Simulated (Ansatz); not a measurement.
The parent structure is GaSb in the zinc blende structure (space group F-43m, No. 216).

```
CELL_PARAMETERS angstrom
      0.00000     3.02440     3.02440
      3.02440     0.00000     3.02440
      3.02440     3.02440     0.00000
ATOMIC_POSITIONS crystal
  Ga 0.00000 0.00000 0.00000
  Sb 0.25000 0.25000 0.25000
```

Cartesian axes are those of the cell as printed.

Computed with LDA in Ansatz (plane waves to 420 eV, PAW, scalar-relativistic without spin-orbit coupling).

Base values:

```
Property           Result
---------------  --------
Volume per atom  27.66 Å³
```

Now apply this change: tensile biaxial strain of 2.08 % in the plane normal to [111], as in epitaxy on a mismatched substrate; the out-of-plane cell vector and the atoms relax.

How does this affect the energy relative to the base and volume per atom?

The energy grows by 8.8 meV/atom; the volume per atom rises by 0.865 Å³ to 28.53 Å³.

No phonon test of stability was made. The final runs are not spin-polarised.

Ansatz is a program for electronic structure.
